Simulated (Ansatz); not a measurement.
## Pressure series in Mg2Si

Consider Mg2Si (space group P4/nmm, No. 129; a = 4.141 Å, c = 6.907 Å; a cell from a computed database, its experimental status unchecked).

Cell and atoms are relaxed at each pressure.

Method: PBEsol, PAW, 420 eV (Ansatz, an electronic-structure program; without spin-orbit coupling).

Notes on the quantities. enthalpy: H = E + PV relative to the base's energy.

```csv
case,c/a ratio,enthalpy,volume per atom
base,1.668,–,19.74 Å³
pressure −2 GPa,1.658,-0.25 eV/atom,20.54 Å³
pressure −1 GPa,1.663,-0.12 eV/atom,20.12 Å³
pressure 0.3 GPa,1.669,+0.04 eV/atom,19.63 Å³
pressure 0.7 GPa,1.671,+0.09 eV/atom,19.50 Å³
pressure 1.5 GPa,1.674,+0.18 eV/atom,19.24 Å³
pressure 3 GPa,1.679,+0.36 eV/atom,18.79 Å³
pressure 5 GPa,1.686,+0.59 eV/atom,18.26 Å³
pressure 7.5 GPa,1.693,+0.87 eV/atom,17.69 Å³
pressure 10 GPa,1.699,+1.14 eV/atom,17.20 Å³
```

Load acts through the strain it causes; cell and atoms are relaxed under it. Whether these cells are dynamically stable was not tested. No other phases were tried under pressure. The final runs are not spin-polarised.
